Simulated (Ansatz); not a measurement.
The parent structure is NaI in the zinc blende structure (space group F-43m, No. 216; a = 7.163 Å; a hypothetical phase, not in the database extracts checked). Axes: x, y, z lie along the cube axes.

All numbers come from PBE in Ansatz (plane waves to 420 eV, PAW, no SOC).

For the base:

Band gap: 3.77 eV

Perturbation: tensile biaxial strain of 2.26 % in the plane normal to [001], as in epitaxy on a mismatched substrate; the out-of-plane cell vector and the atoms relax.

**Question.** How does this affect the band gap?

**Answer.** The band gap falls by 0.05 eV (3.77 eV → 3.72 eV).

Spin-orbit coupling, missing from the scalar runs, can matter with I. No phonon test of stability was made.

Ansatz is a program for electronic structure.
